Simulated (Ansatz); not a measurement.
Consider Ag in the fcc (Cu type) structure (space group Fm-3m, No. 225; a = 4.0538 Å; relaxed with 0.1 eV smearing). Axes: x, y, z lie along the cube axes.

Method: PBEsol, PAW, 420 eV (Ansatz, a program for electronic structure; no spin-orbit coupling).

Strains are applied to the cell and any free atomic positions relax; under biaxial strain the out-of-plane vector relaxes too.

One change was made to it. Results:

| quantity | base | after |
|---|---|---|
| pressure (mean of the normal stresses, compression positive) | 0.0 GPa | -1.0 GPa |
| energy relative to the base (free energy F) | 0 meV/atom | +3.4 meV/atom |
| shortest interatomic distance | 286.6 pm | 285.3 pm |

Question: Which change produced these results?
(A) isotropic strain +1.24 %
(B) biaxial strain +2.01 %, plane normal [001], relaxed out of plane
(C) uniaxial strain ε_xx = +0.99 %

Answer: B, biaxial strain +2.01 %, plane normal [001], relaxed out of plane. For comparison, the energy relative to the base in the other runs: isotropic strain +1.24 % gives +8.1 meV/atom; uniaxial strain ε_xx = +0.99 % gives +0.7 meV/atom.

Stability against distortions was not tested.
